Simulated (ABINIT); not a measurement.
**Equation of state of fcc Pd (space group 225): energy against volume (ABINIT, LDA)**

```xyz
1
Lattice="0.0000 1.8694 1.8694 1.8694 0.0000 1.8694 1.8694 1.8694 0.0000" Properties=species:S:1:pos:R:3 pbc="T T T"
Pd     0.0000     0.0000     0.0000
```

Method: LDA (PW92), norm-conserving pseudopotentials (PseudoDojo nc-sr-04 LDA standard) (plane waves; ABINIT 10.0.3). Settings: pseudos = [Pd.upf]; ecut = 53 Ha; ixc = 7; occopt = 3; tsmear = 0.05 eV; ngkpt = 26 26 26; nshiftk = 1; shiftk = 0 0 0; potentials = PseudoDojo nc-sr-04 LDA standard; nband = 14; kptopt = 1; nstep = 100; tolvrs = 1e-10. The cell above is the first row's. The rows scale it uniformly. In all rows the k mesh is held. E is the free energy at the stated smearing, counted from the lowest row.

| V (Å^3/atom) | E (meV/atom) |
|---|---|
| 13.065 | 70.15 |
| 13.349 | 36.40 |
| 13.633 | 14.36 |
| 13.917 | 2.64 |
| 14.201 | 0.00 |
| 14.485 | 5.36 |
| 14.769 | 17.74 |
| 15.053 | 36.28 |
| 15.337 | ? |

Taking the third-order Birch-Murnaghan form, a cubic in V^(-2/3) for E over the 8 complete rows: With u = V^(-2/3) - 0.172, the rows have u = 0.008271, 0.005705, 0.003229, 0.000837, -0.001475, -0.003712, -0.005876, -0.007972. Least squares gives E = 0.715 + 1640.51·u + 790615·u² + 3154414·u³. Residuals (row less fit): -0.004, 0.008, -0.002, -0.004, -0.005, 0.002, 0.007, -0.004; standard error 0.007 (degrees of freedom: 4). Its minimum lies at u = -0.001044, so V0 = (0.170956)^(-3/2) = 14.15. There d²E/du² = 1561000 and d³E/du³ = 1.893e7, so B0 = (4/9) × 14.15^(-7/3) × 1561000 × 0.160218 = 230 GPa (the last factor turns the table's units into GPa), and B0' = 4 + (2/3) × 0.170956 × (1.893e7)/1561000 = 5.4. The program's pressures in the fitted runs (not shown) pass through zero at V = 14.15, 0.01 % from this V0.

Predict the withheld E at V = 15.337 from the fit, and compare with the calculation.

u = -0.010003, so E = 0.715 + 1640.51 × (-0.010003) + 790615 × (-0.010003)² + 3154414 × (-0.010003)³ = 60.257 meV/atom. The calculation gives 60.24 meV/atom, 0.017 meV/atom below the prediction (under 0.05 % of the range of E in the table). The row lies outside the fitted rows, so this is an extrapolation. From the scatter of the fitted rows alone, a prediction at this place has a standard error of 0.017 meV/atom, so the miss is 1.0 times that.

Carrying the step between the two nearest rows on in a straight line would have given 54.82, off by 5.42; series whose last step already gives the withheld value aren't shown. The scan was laid around a cell of about the measured size, scaled by a guess for this functional. Spin polarisation is off. Cutoffs and mesh are single choices, not tested for convergence of this quantity. Series with a scatter that would blur these digits, or in which a gap closes, are not shown. Nor are scans whose minimum lies at an end fitted in this form.
